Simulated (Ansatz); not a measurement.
Output of an Ansatz run (abridged):

```
WARN the atoms were moved onto the symmetric positions of the space group found under crystal.symmetry.tolerance 1.0e-5 (fractional …
WARN ansatz: RAYON_NUM_THREADS=1 ignored (pool sized by the plan → 1); use --threads N
Pseudopotentials: kind: paw
Pseudopotential: Hf, paw, valence charge 26
Pseudopotential: Ge, paw, valence charge 14
Pseudopotential: Te, paw, valence charge 16
Crystal: 6 atoms, lattice volume = 293.219 Å³
Basis set: ecut = 420.4159175005146 eV, 5733 PW (Γ), exchange–correlation on 54×54×288 points (8 copies of the dense FFT grid, shifted against one another)
Bands: 68, of which v1, the nominal top of the filled ones, is band 56 counted from 1 (55 counted from 0)
Symmetry: 16 space group operations
Space group: P4/nmm (ITA 129), of the structure as read, at distance tolerance 6.6e-5 Å
k-points: 15 of 64
PAW frozen core: Hf, regenerated for the run's functional, and the local potential with it
PAW frozen core: Ge, regenerated for the run's functional, and the local potential with it
PAW frozen core: Te, regenerated for the run's functional, and the local potential with it
Initial density: superposition of atomic densities (neutral atoms: chi_scale 0, normalization atom), corrected by the library's trained network
Initial wavefunctions: pseudopotential atomic-orbital guess
Eigensolver: davidson
Functional: x = pbesol(κ = 0.804, μ = 0.12345679012345678), c = pbesol(β = 0.046)
SCF iter   1: F=—  HF=-53510.202526 eV  |F-HF|=—  |Δ(HF+E_count)|=         —  Δρ=2.69e-3  dr2=2.18e-2  ethr=1.77e-3  ⟨swp⟩=7.5  Hψ=3957  notcnv=0  defer=2
all-band conjugate gradients solve this SCF's bands
preconditioner: auto → LDOS
SCF iter   2: F=—  HF=-53510.206845 eV  |F-HF|=—  |Δ(HF+E_count)|=   4.32e-3  Δρ=1.12e-3  dr2=4.02e-3  ethr=1.95e-5  ⟨swp⟩=2.6  Hψ=2062  notcnv=0  defer=32
SCF iter   3: F=—  HF=-53510.204484 eV  |F-HF|=—  |Δ(HF+E_count)|=   2.36e-3  Δρ=4.79e-4  dr2=7.00e-4  ethr=3.59e-6  ⟨swp⟩=2.3  Hψ=1777  notcnv=0  defer=32
SCF iter   4: F=—  HF=-53510.204125 eV  |F-HF|=—  |Δ(HF+E_count)|=   3.59e-4  Δρ=1.29e-4  dr2=7.97e-5  ethr=6.25e-7  ⟨swp⟩=3.2  Hψ=2370  notcnv=0  defer=32
SCF iter   5: F=—  HF=-53510.203959 eV  |F-HF|=—  |Δ(HF+E_count)|=   1.66e-4  Δρ=3.65e-5  dr2=4.57e-6  ethr=7.12e-8  ⟨swp⟩=2.1  Hψ=1769  notcnv=0  defer=32
SCF iter   6: F=—  HF=-53510.203959 eV  |F-HF|=—  |Δ(HF+E_count)|=   1.52e-7  Δρ=1.27e-5  dr2=6.96e-7  ethr=4.08e-9  ⟨swp⟩=2.1  Hψ=1801  notcnv=0  defer=32
SCF iter   7: F=-53510.203960 eV  HF=-53510.203960 eV  |F-HF|=8.97e-8  |Δ(HF+E_count)|=   8.04e-7  Δρ=3.95e-6  dr2=4.40e-8  ethr=8.93e-11  ⟨swp⟩=12.1  Hψ=5261  notcnv=0
SCF 1 converged in 7 iterations: F = -53510.203960 eV  dr2 = 4.40e-8
SCF converged after 7 iterations
Free energy (F): -53510.203960 eV
Harris-Foulkes:  -53510.203960 eV  (|F-HF|=8.97e-8)
Internal energy: -53510.193102 eV  (E = F + TS)
E sigma→0 (E₀):  -53510.198531 eV
Entropy (-TS):   -0.010858 eV (-1.810 meV/atom)
Fermi energy:    4.213148 eV
--- Per-component energies (eV) ---
  E_band       = -1861.657323
  E_kinetic    = 1431.476897
  E_local      = -120705.633958  (includes V_loc(G=0)·N_el)
  E_nonlocal   = -2253.240717
  E_hartree    = 59538.784418
  E_xc         = -992.652942
  E_vxc        = -870.807111  (∫ρ·V_xc dr)
  E_paw        = -26739.533777  (= ΣΔE_a)
  E_vpaw       = 1458.961646  (= ΣTr[D̂ρ^β])
  E_aug_tail   = 0.000144  (compensation charges beyond the density's cutoff)
  E_ewald      = 36205.519148
  E_core_change = 5.087686  (= ΣΔE_core)
  E_smearing   = -0.010858  (= −TS)
  E_closure    = 0.000000  (closes the sum)
  Σ components = -53510.203960   (vs F -53510.203960, Δ=0.00e0)
--- Forces (eV/Å), atoms counted from 1 ---
  atom   1  Hf     0.00000000     0.00000000    -0.04209212
  atom   2  Hf     0.00000000     0.00000000     0.04209212
  atom   3  Ge    -0.00000000     0.00000000     0.00000000
  atom   4  Ge    -0.00000000     0.00000000     0.00000000
  atom   5  Te     0.00000000     0.00000000     0.20663550
  atom   6  Te     0.00000000     0.00000000    -0.20663550
  max |Σ_I F_I| component: 1.03e-25 eV/Å
--- Stress (GPa, compression-positive) ---
       -1.630866       0.000000       0.000000
        0.000000      -1.630866       0.000000
        0.000000       0.000000      -0.683307
  P = ⅓ Tr σ = -1.3150 GPa (-13.150 kbar)
  The stress holds the Pulay correction. Without it, at fixed plane waves, as pw.x and ABINIT print it: P = -1.3310 GPa
--- Band table (eV; the first three rows and the last of 15) ---
  k-point 0: bands = ["-58.3836", "-58.3836", "-32.4493", "-32.4493", "-32.4428", "-32.4428", "-32.4129", "-32.4129", "-32.4129", "-32.4129", "-32.4034", "-32.4034", "-27.0979", "-27.0911", "-26.9864", "-26.9864", "-26.9860", "-26.9860", "-20.3380", [...]
  k-point 1: bands = ["-58.3834", "-58.3833", "-32.4500", "-32.4500", "-32.4417", "-32.4417", "-32.4132", "-32.4132", "-32.4128", "-32.4128", "-32.4029", "-32.4029", "-27.0962", "-27.0899", "-26.9997", "-26.9992", "-26.9849", "-26.9846", "-20.3243", [...]
  k-point 2: bands = ["-58.3827", "-58.3826", "-32.4517", "-32.4517", "-32.4392", "-32.4392", "-32.4137", "-32.4137", "-32.4123", "-32.4123", "-32.4017", "-32.4017", "-27.0919", "-27.0873", "-27.0314", "-27.0309", "-26.9813", "-26.9810", "-20.2847", [...]
  k-point 14: bands = ["-58.3798", "-58.3798", "-32.4559", "-32.4559", "-32.4273", "-32.4273", "-32.4160", "-32.4160", "-32.4160", "-32.4160", "-32.3973", "-32.3973", "-27.0722", "-27.0722", "-27.0610", "-27.0610", "-27.0582", "-27.0582", [...]
```

The structure:

```
CELL_PARAMETERS angstrom
      3.74425     0.00000     0.00000
      0.00000     3.74425     0.00000
      0.00000     0.00000    20.91520
ATOMIC_POSITIONS crystal
  Hf 0.00000 0.50000 0.39861
  Hf 0.50000 0.00000 0.60140
  Ge 0.00000 0.00000 0.50000
  Ge 0.50000 0.50000 0.50000
  Te 0.50000 0.00000 0.33469
  Te 0.00000 0.50000 0.66531
```

Task: Reconstruct the input of this run.

Result: Other spellings and defaults could give the same log, and not every line can be read from it. The input that was run (DFT, PBEsol, plane waves, default PAW files made with PBE):

Ansatz 0.2 input:
```yaml
crystal:
  lattice:
    - [3.744249, 0.000000, 0.000000]
    - [0.000000, 3.744249, 0.000000]
    - [0.000000, 0.000000, 20.915204]
  atoms:
    - { symbol: Hf, position: [0.000000, 0.500000, 0.398609] }
    - { symbol: Hf, position: [0.500000, 0.000000, 0.601395] }
    - { symbol: Ge, position: [0.000000, 0.000000, 0.500000] }
    - { symbol: Ge, position: [0.500000, 0.500000, 0.500000] }
    - { symbol: Te, position: [0.500000, 0.000000, 0.334685] }
    - { symbol: Te, position: [0.000000, 0.500000, 0.665315] }
basis:
  ecutwfc: 30.9 Ry
kpoints:
  mp_grid: { grid: [8, 8, 1] }
hamiltonian:
  xc: pbesol
  pseudopotentials: { kind: paw }
scf:
  occupations: { method: gaussian, width: 0.0073 Ry }
output:
  forces: true
  eigenvalues: true
  stress: true
```

The starting cell comes from a database of computed structures (which also holds hypothetical and non-ambient phases and stackings), without a prior relaxation at this level. The slab is cut from that crystal, and its faces are unrelaxed. Its lattice was rescaled by up to half a per cent. Spin-orbit coupling is off. Spin polarisation is off, though cut faces can carry moments; the slab shows no gap.

Ansatz is a first-principles code.
